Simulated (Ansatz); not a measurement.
The reference is FeS₂ (space group Pnnm, No. 58; a = 4.367 Å, b = 5.333 Å, c = 3.344 Å; non-magnetic).

All numbers come from PBEsol, PAW, 420 eV (Ansatz, a first-principles code; no spin-orbit coupling).

One change was made to it. Results:

| quantity | base | after |
|---|---|---|
| band gap | 0.92 eV | 0.99 eV |
| density | 5.11 g/cm³ | 6.54 g/cm³ |
| gap character | indirect, k = (3/8, 0, 0) in the run's primitive reciprocal basis → T | indirect, Γ–X (80 % along) → Γ |
| smallest direct gap | 1.23 eV | 1.39 eV |

### Question
Which change produced these results?
(A) pressure 15 GPa
(B) pressure 3 GPa
(C) pressure 75 GPa

### Answer
C, pressure 75 GPa. For comparison, the gap character in the other runs: pressure 15 GPa gives indirect, k = (3/8, 0, 0) in the run's primitive reciprocal basis → T; pressure 3 GPa gives indirect, k = (3/8, 0, 0) in the run's primitive reciprocal basis → T.

Load acts through the strain it causes; cell and atoms are relaxed under it. No phonon test of stability was made. Competing high-pressure phases were not computed. Seeded moments were not kept for the base. The final runs are not spin-polarised.
